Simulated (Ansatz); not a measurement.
Consider SiC in the wurtzite structure (space group P6_3mc, No. 186; a = 3.0759 Å, c = 5.0477 Å).

Now apply this change: a hydrostatic pressure of 0.7 GPa.

Levels (all Ansatz, a program for electronic structure, PAW): PBEsol (420 eV, no spin-orbit coupling); HSE06 (420 eV, no spin-orbit coupling).

The geometry is relaxed with PBEsol.

| Property | Result |
|---|---|
| PBEsol band gap | 2.12 eV |

With HSE06 at the same geometry, the band gap increases by 1.04 eV to 3.16 eV.

Single points use the geometry relaxed with PBEsol. The hybrid gap comes from the SCF mesh plus the semilocal run's edge points and a few special points and is an upper bound. Load acts through the strain it causes; cell and atoms are relaxed under it. Whether these cells are dynamically stable was not tested.
